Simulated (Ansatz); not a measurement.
# What biaxial strain −1.87 %, plane normal [001], relaxed out of plane does to Ru

Start from Ru in the hcp (Mg type) structure (space group P6_3/mmc, No. 194; a = 2.705 Å, c = 4.260 Å). Axes: x lies along a and z along c of the hexagonal cell.

The change: biaxial strain −1.87 %, plane normal [001], relaxed out of plane (Cartesian); in-plane vectors clamped, the third vector and the atoms free.

Level of theory: r2SCAN, PAW, 500 eV (Ansatz, an electronic-structure program; scalar-relativistic without spin-orbit coupling). k-mesh 20×20×11 (Γ-centred); smearing 0.05 eV (Fermi–Dirac).

```csv
quantity,base,changed,shift
volume per atom,13.49 Å³,13.13 Å³,-0.367 Å³
space group,P6_3/mmc (No. 194),P6_3/mmc (No. 194),–
shortest interatomic distance,2.641 Å,2.642 Å,+0.001 Å
"pressure (mean of the normal stresses, compression positive)",0.0 GPa,9.8 GPa,+9.8 GPa
band gap,zero,zero,–
out-of-plane strain (rough),–,+1.02 %,–
mean in-plane stress (compression positive) (rough),–,+14.8 GPa,–
```

Final structure (turned so that z lies along the plane normal):

```xyz
2
Lattice="2.6540 0.0000 0.0000 1.3270 2.2984 0.0000 0.0000 0.0000 4.3036" Properties=species:S:1:pos:R:3 pbc="T T T"
Ru     1.3270     0.7661     3.2277
Ru     2.6540     1.5323     1.0759
```

Without a gap, meshes like the base's 20×20×11 leave anisotropic stresses uncertain by several tenths of a GPa, and small strain energies with them. Stability against distortions was not tested. All final runs are without spin polarisation.
